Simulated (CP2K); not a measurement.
Several settings converged on Li (Im-3m, 1 atom in the cell)

```xyz
1
Lattice="3.0315 0.0000 0.0000 -1.0105 2.8581 0.0000 -1.0105 -1.4291 2.4752" Properties=species:S:1:pos:R:3 pbc="T T T"
Li     0.0000     0.0000     0.0000
```

Base method: CP2K with PBEsol, GPW, DZVP-MOLOPT-SR-GTH basis, GTH-PBE potentials (GTH_POTENTIALS).

Base settings: CUTOFF = 400 Ry; REL_CUTOFF = 50 Ry; SMEAR/METHOD = GAUSSIAN; SIGMA = 0.1 eV; KPOINTS/SCHEME = MONKHORST-PACK 5 5 5; XC_FUNCTIONAL = PBE:PBESOL; Li/BASIS_SET = DZVP-MOLOPT-SR-GTH-q3; Li/POTENTIAL = GTH-PBE-q3; METHOD = GPW; EPS_DEFAULT = 1e-10.

Core times come from one kind of shared machine, to one figure; runs under 30 s give none.

**The setting rel cutoff**

The second cell is the first with its lattice scaled by 0.98.

The mesh stays at the base's, so the ladder's end is converged at best in this setting alone.

Only quantities that move along the ladder and can be compared are tabulated.

```tsv
REL_CUTOFF	free energy less the last step's (meV/atom)	energy of the compressed cell less the first (meV/atom)	pressure (GPa)
10 Ry	-18.62	-56.78	0.52
20 Ry	-0.04	0.91	-0.29
30 Ry	0.00	0.92	-0.30
40 Ry	0.00	0.92	-0.30
50 Ry	0.00	0.92	-0.30
60 Ry	0.00	0.92	-0.30
80 Ry	0.00	0.92	-0.30
100 Ry	0.00	0.92	-0.30
```

Coarsest REL_CUTOFF that holds the pressure within 0.2 GPa of the last step, with all finer ones: 20 Ry; the step before is off by 0.81 GPa.

Coarsest REL_CUTOFF that holds the free energy within 0.5 meV/atom of the last step, with all finer ones: 20 Ry; the step before is off by 19 meV/atom.

Coarsest REL_CUTOFF that holds the energy of the compressed cell less the first within 2 meV/atom of the last step, with all finer ones: 20 Ry; the step before is off by 58 meV/atom.

**The relaxed cell against the cutoff**

In this ladder: EPS_SCF = 1e-07; EXTRAPOLATION = USE_GUESS; MAX_FORCE = 0.00039; RMS_FORCE = 0.00026; EXTERNAL_PRESSURE = 0 GPa.

The mesh stays at the base's, so the ladder's end is converged at best in this setting alone.

Only quantities that move along the ladder and can be compared are tabulated.

```tsv
CUTOFF	relaxed volume (Å³/atom)	relaxation steps	core time / last (rough)
240 Ry	21.445	3	0.3
280 Ry	21.086	6	0.6
340 Ry	20.975	5	0.7
400 Ry	20.971	5	0.6
480 Ry	20.971	5	0.6
600 Ry	20.971	5	0.7
800 Ry	20.971	5	1
```

Coarsest CUTOFF that holds the relaxed volume within 0.105 Å³/atom of the last step, with all finer ones: 340 Ry; the step before is off by 0.11 Å³/atom.

At the lowest cutoff the cell relaxes to a volume 2.3 % larger than at the highest.

On the base run: the starting cell has typed, rounded lattice constants, without a prior relaxation at this level. Its lattice was rescaled by up to half a per cent. Values carry the incompleteness of an atom-centred basis. The potentials were made for another functional than the one used. Without a gap this mesh is coarse (it stands for a supercell whose shortest vector is 15 Å).

Left out of this page: 1 run of the series stopped by limits of time or memory.
